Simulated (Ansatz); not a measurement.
GaSb in the zinc blende structure (space group F-43m, No. 216)

```
GaSb
1.0
    0.00000     3.06622     3.06622
    3.06622     0.00000     3.06622
    3.06622     3.06622     0.00000
Sb Ga
1 1
Direct
  0.75000   0.75000   0.75000
  0.00000   0.00000   0.00000
```

Method: r2SCAN/PAW in Ansatz (an electronic-structure program), no spin-orbit coupling. Settings: 13×13×13 k-points, 0.05 eV Fermi–Dirac smearing.

```json
{
 "volume_per_atom": "28.83 Å³",
 "density": "5.51 g/cm³",
 "band_gap": "0.41 eV, direct at Γ",
 "electron_mass": "0.023 mₑ",
 "Hole mass (degenerate bands, along [100])": "0.023, 0.26, 0.26 mₑ",
 "Lowest conduction-band minima above the VBM": "Γ 0.41 eV; L along ⟨111⟩ 0.68 eV; a point along ⟨100⟩, about 0.9 Å⁻¹ from Γ 1.10 eV",
 "total_energy": "-5144.933 eV/atom (σ→0; compares only within this code and set-up)"
}
```

Spin-orbit coupling, missing from the scalar runs, can matter with Sb. Masses are band curvatures over ±0.01 Å⁻¹ around the edge. No phonon test of stability was made.
